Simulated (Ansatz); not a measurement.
ZnS (model structure, started from the BN type, Pm-3n, No. 223, 12 atoms in the cell) was calculated with r²SCAN+rVV10 in Ansatz (PAW).

Numerical settings: plane-wave cutoff 560 eV, 6×6×6 k mesh, Fermi–Dirac smearing 0.01 eV, scalar-relativistic PAW data made under PBE.

Cell (relaxed at this level):

```cif
data_S6Zn6
_chemical_formula_sum 'Zn6 S6'
_space_group_name_H-M_alt 'P 1'
_space_group_IT_number 1
_cell_length_a 6.61640
_cell_length_b 6.61640
_cell_length_c 6.61640
_cell_angle_alpha 90.000
_cell_angle_beta 90.000
_cell_angle_gamma 90.000
loop_
_space_group_symop_operation_xyz
  'x, y, z'
loop_
_atom_site_label
_atom_site_type_symbol
_atom_site_fract_x
_atom_site_fract_y
_atom_site_fract_z
_atom_site_occupancy
Zn1 Zn 0.25000 0.00000 0.50000 1
Zn2 Zn 0.50000 0.25000 0.00000 1
Zn3 Zn 0.50000 0.75000 0.00000 1
Zn4 Zn 0.75000 0.00000 0.50000 1
Zn5 Zn 0.00000 0.50000 0.75000 1
Zn6 Zn 0.00000 0.50000 0.25000 1
S1 S 0.25000 0.50000 0.00000 1
S2 S 0.00000 0.25000 0.50000 1
S3 S 0.00000 0.75000 0.50000 1
S4 S 0.75000 0.50000 0.00000 1
S5 S 0.50000 0.00000 0.75000 1
S6 S 0.50000 0.00000 0.25000 1
```

Q: Predict the band gap.

A: 
- band gap = 2.50 eV (on the SCF k mesh)

Note: the relaxation could raise the start's symmetry but not lower it, so the cell can be a saddle point.

The computed numbers hold no vibrational or temperature effects.

Cost on a shared machine: around 3 core-minutes (rough).

A model structure was made by putting elements into a prototype or built by hand; it is no filed structure, need not be a known phase, and can be a saddle point held by its symmetry.

Ansatz is a program for electronic structure.
